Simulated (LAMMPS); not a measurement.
Quenches at 1e+14 K/s across the composition of Al (fcc) with a share x of Al sites Fe; each row starts from its own melt temperature.

All values are model results, not measurements: classical MD, pair style eam/fs, file AlFe_mm.eam.fs, run in LAMMPS.

| x | density | state |
|---|---|---|
| 0.1 | 3.06 g/cm³ (one sample) | glass |
| 0.25 | 3.86 g/cm³ (one sample) | glass |
| 0.5 | 5.33 g/cm³ (one sample) | glass |
| 0.75 | 6.69 g/cm³ (one sample) | glass |
| 0.9 | 7.36 g/cm³ (one sample) | glass |

Caution: the potential EAM-type AlFe_mm.eam.fs is made for dilute Fe in Al.
